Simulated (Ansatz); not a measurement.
H on the 1x1 (101) surface of anatase TiO2 (cut with top plane O), one in a 2x1 cell, energies for each (39.6 Å²). Energies are against ½ H2(g), without zero-point or thermal terms; each row is named by its start (#2, #3: further inequivalent places of a kind).

Host crystal: anatase TiO2, with a band gap (PBE, scalar-relativistic without spin-orbit coupling).

Computed with PBE (plane waves to 420 eV, PAW; Ansatz, a first-principles code).

Slab: 37 atoms, 9.4 Å thick at the start under the adsorbate (thin: gaps and levels are the slab's own); k 3x4x1, smearing 0.01 eV, dipole-corrected; 14 atoms held, the rest relaxed; each run with such symmetry as its start has; spin-polarised, no spin-orbit, no U, no dispersion correction.

A negative adsorption energy means that the adsorbate is more stable on the surface than in its reference. Starts that drift may end in the same place. Heights count from the host atoms within 0.3 Å of the top one. Moments of ungapped slabs depend on the mesh.

```csv
starting site,E_ads (eV),height (Å),nearest host atom (Å),bonded to,change of the vacuum step (eV),lateral drift (Å),moment (μB)
top O,0.24,0.50,O 0.97,O,-1.04,1.0,0.5
top O #2,0.77,0.66,O 0.97,O,-1.36,0.2,0.5
over Ti at depth 0.9 Å (the adsorbate is not bonded to the surface),2.23,1.50,Ti 2.57,none within bonding distance,-0.23,0.9,1.0
over Ti at depth 1.4 Å,0.24,0.50,O 0.97,O,-1.04,1.5,0.5
hollow O-O-O over O at depth 4.4 Å (the adsorbate is not bonded to the surface),2.26,2.98,O 3.54,none within bonding distance,0.02,0.1,1.0
bridge O-O-O (span 3.8 Å) (the adsorbate is not bonded to the surface),2.26,2.95,O 3.54,none within bonding distance,0.03,0.4,1.0
bridge O-O (span 2.8 Å) (the adsorbate is not bonded to the surface),2.23,1.48,Ti 2.55,none within bonding distance,-0.23,1.7,1.0
```
